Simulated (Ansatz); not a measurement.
Input:

```
AlB2P3
1.0
   -1.69722     1.69722     7.54316
    1.69722    -1.69722     7.54316
    1.69722     1.69722    -7.54316
P Al B
3 1 2
Direct
  0.39623   0.89623   0.50000
  0.75000   0.25000   0.50000
  0.10377   0.60377   0.50000
  0.00000   0.00000   0.00000
  0.32360   0.32360   0.00000
  0.67640   0.67640   0.00000
```

No spin polarisation.

Calculations: PBE in Ansatz (plane waves to 420 eV, PAW, no spin-orbit coupling). Settings: 14×14×14 k-points, 0.05 eV Fermi–Dirac smearing.

### Question
Predict the gap character, band gap and valence-band top at Γ.

### Answer
The gap character (in this cell's own zone, which can be folded) is indirect, Γ → M. The band gap comes out as 0.63 eV and the valence-band top at Γ (three highest levels, from the VBM) is 0.00, 0.00, -0.72 eV.

These are small ordered cells, not random alloys; other orderings at the same x differ. No phonon test of stability was made. The cell was made from AlP by this change: x(B) = 0.667, 6 atoms, I-4m2.

Ansatz is a program for electronic structure.
